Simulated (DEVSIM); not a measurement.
System: abrupt Si p-n junction, at 300 K.

Layer 1 from the left is Si, thickness (μm) 8.40, Na (cm⁻³) 1.4e17, τn (s) 0.00013, τp (s) 0.00013. Layer 2 from the left is Si, thickness (μm) 83.0, Nd (cm⁻³) 7.4e17, τn (s) 0.00013, τp (s) 0.00013.

Left contact: ohmic. Right contact: ohmic. Voltage is applied to the left contact. Recombination: SRH at mid-gap, Auger. Mobility is constant in doping.

This is a model device: material constants are rounded textbook-type values typed into the input, and sizes, dopings and lifetimes were drawn at random. Values at 300 K.

Si: gap (eV) 1.124, affinity (eV) 4.05, permittivity 11.7, Nc (cm⁻³) 2.86e19, Nv (cm⁻³) 3.1e19, μn (cm²/Vs) 1417, μp (cm²/Vs) 470, Cn (cm⁶/s) 2.8e-31, Cp (cm⁶/s) 9.9e-32.

Problem. Estimate by hand the built-in potential, the peak field at zero bias, and compare with a numerical solution.

Solution. 
- Built-in potential: ni = √(Nc Nv) exp(−Eg/2kT) = 1.08e10 cm⁻³ with Eg = 1.124 eV; Vbi = kT/q ln(Na Nd/ni²) = 0.890 V; numerical 0.890 V.
- Peak field at zero bias: depletion approximation: W = √(2εVbi/(qN)) = 0.0989 μm with N = 1.18e17 cm⁻³; field = 2Vbi/W = 180000 V/cm; numerical 175000 V/cm (estimate above by 3.0 %).

Model (solved in DEVSIM): 1D drift-diffusion, Boltzmann statistics, complete ionisation; no tunnelling, impact ionisation, image-force lowering or self-heating.
